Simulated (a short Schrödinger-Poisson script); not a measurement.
# MOS inversion layer, SiO2 on p-type Si(100)

System: MOS inversion layer, SiO2 on p-type Si(100), at 300 K.

```csv
layer,material,thickness (nm),Na (cm⁻³)
1,SiO2,1.3,-
2,Si,860,2.5e17
```

The device is made up for the run: typed textbook-type constants, with dimensions and the other settings drawn at random. SiO2: permittivity 3.9, conduction-band edge (eV) 3.15, gap (eV) 9, electron mass (mₑ) 0.5. Si: permittivity 11.7, conduction-band edge (eV) 0, gap (eV) 1.124, Nv at 300 K (cm⁻³) 3.1e19.

Channel valleys (confinement mass, in-plane density-of-states mass, number): Δ2 0.916, 0.19, 2; Δ4 0.19, 0.417, 4. At the gate the conduction-band edge of layer 1 lies 3.26 eV − eVg above the Fermi level of the channel; the field vanishes at the back. Gaps are held at their typed values at every temperature. Mesh 0.03 nm at interfaces.

Solved with a short Schrödinger-Poisson script written for these runs: 1D Poisson equation in equilibrium, electrons quantum, Hartree (BenDaniel-Duke, 12 states a valley, the channel's in-plane mass for all, wave functions ending at the dielectric), parabolic valleys, classical holes, full ionisation, no traps, pinning or gate leakage.

| Vg (V) | electrons (cm⁻²) | C (μF/cm²) | Δ2 E0 (meV) | Δ2 E1 (meV) | Δ4 E0 (meV) | Δ4 E1 (meV) |
|---|---|---|---|---|---|---|
| -0.1 | 6.71e6 | 0.165 | 363.4 | 410.4 | 406.8 | 484.0 |
| -0.05 | 3.80e7 | 0.160 | 318.0 | 366.1 | 362.4 | 441.6 |
| 0 | 2.17e8 | 0.156 | 272.4 | 321.6 | 317.8 | 399.0 |
| 0.05 | 1.24e9 | 0.157 | 226.7 | 277.0 | 273.1 | 356.1 |
| 0.1 | 7.04e9 | 0.182 | 181.3 | 232.7 | 228.6 | 313.4 |
| 0.15 | 3.73e10 | 0.318 | 137.6 | 190.1 | 186.0 | 272.5 |
| 0.2 | 1.53e11 | 0.686 | 100.2 | 154.3 | 150.2 | 238.4 |
| 0.25 | 4.11e11 | 1.10 | 73.4 | 129.7 | 125.6 | 215.4 |
| 0.3 | 7.86e11 | 1.37 | 55.0 | 113.9 | 109.9 | 201.4 |
| 0.35 | 1.23e12 | 1.54 | 41.6 | 103.3 | 99.3 | 192.3 |
| 0.4 | 1.73e12 | 1.64 | 31.1 | 95.7 | 91.7 | 186.1 |
| 0.45 | 2.25e12 | 1.72 | 22.4 | 89.8 | 85.9 | 181.6 |
| 0.5 | 2.79e12 | 1.78 | 14.9 | 85.0 | 81.3 | 178.1 |
| 0.55 | 3.35e12 | 1.82 | 8.2 | 81.1 | 77.4 | 175.4 |
| 0.6 | 3.93e12 | 1.86 | 2.2 | 77.8 | 74.1 | 173.1 |
| 0.65 | 4.51e12 | 1.89 | -3.3 | 74.8 | 71.2 | 171.2 |
| 0.7 | 5.10e12 | 1.91 | -8.4 | 72.2 | 68.7 | 169.6 |
| 0.75 | 5.70e12 | 1.94 | -13.3 | 69.9 | 66.4 | 168.2 |
| 0.8 | 6.31e12 | 1.95 | -17.9 | 67.7 | 64.3 | 166.9 |
| 0.85 | 6.92e12 | 1.97 | -22.3 | 65.7 | 62.4 | 165.8 |
| 0.9 | 7.54e12 | 1.99 | -26.5 | 63.8 | 60.5 | 164.8 |

Subbands count from the Fermi level.
